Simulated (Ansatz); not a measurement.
Ti2InC, treated with PBEsol (plane waves, PAW; Ansatz, a first-principles code).

Settings: plane-wave cutoff 520 eV, 18×18×4 k mesh (along the axes of the cell as run), Fermi–Dirac smearing 0.03 eV, no spin polarisation, scalar-relativistic PAW data made under PBE.

Starting structure:

```
CELL_PARAMETERS angstrom
      3.13559     0.00000     0.00000
     -1.56780     2.71550     0.00000
      0.00000     0.00000    14.13051
ATOMIC_POSITIONS crystal
  Ti 0.66667 0.33333 0.57876
  Ti 0.33333 0.66667 0.42124
  Ti 0.33333 0.66667 0.07876
  Ti 0.66667 0.33333 0.92124
  In 0.66667 0.33333 0.25000
  In 0.33333 0.66667 0.75000
  C  0.00000 0.00000 0.50000
  C  0.00000 0.00000 0.00000
```

**Question.** Into what structure does the relaxation of cell and atoms lead at this level, with the symmetry of the start kept?

**Answer.** The volume drops by 2.5 %; final space group P6_3/mmc.
```
CELL_PARAMETERS angstrom
      3.10768     0.00000     0.00000
     -1.55384     2.69133     0.00000
      0.00000     0.00000    14.02898
ATOMIC_POSITIONS crystal
  Ti 0.66667 0.33333 0.57866
  Ti 0.33333 0.66667 0.42134
  Ti 0.33333 0.66667 0.07866
  Ti 0.66667 0.33333 0.92134
  In 0.66667 0.33333 0.25000
  In 0.33333 0.66667 0.75000
  C  0.00000 0.00000 0.50000
  C  0.00000 0.00000 0.00000
```

Note: the relaxation could not lower the start's symmetry, so the cell can be a saddle point above a distorted one.
